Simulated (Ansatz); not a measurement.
Start from Rh in the fcc (Cu type) structure (space group Fm-3m, No. 225; relaxed with 0.1 eV smearing).

```
Rh
1.0
    0.00000     1.89079     1.89079
    1.89079     0.00000     1.89079
    1.89079     1.89079     0.00000
Rh
1
Direct
  0.00000   0.00000   0.00000
```

Cartesian axes are those of the cell as printed.

Calculations: PBEsol in Ansatz (plane waves to 420 eV, PAW, without spin-orbit coupling).

For the base:

The shortest interatomic distance is 5.053 bohr.

One thing is altered: a pure shear with ε_xy = ε_yx = 0.0114; the atoms relax in the strained cell.

### Question
How does this affect the energy relative to the base and shortest interatomic distance?

### Answer
The energy increases by 4.6 meV/atom; the shortest interatomic distance drops by 0.058 bohr (5.053 bohr → 4.995 bohr).

Whether these cells are dynamically stable was not tested. All final runs are without spin polarisation.

Ansatz is an electronic-structure program.
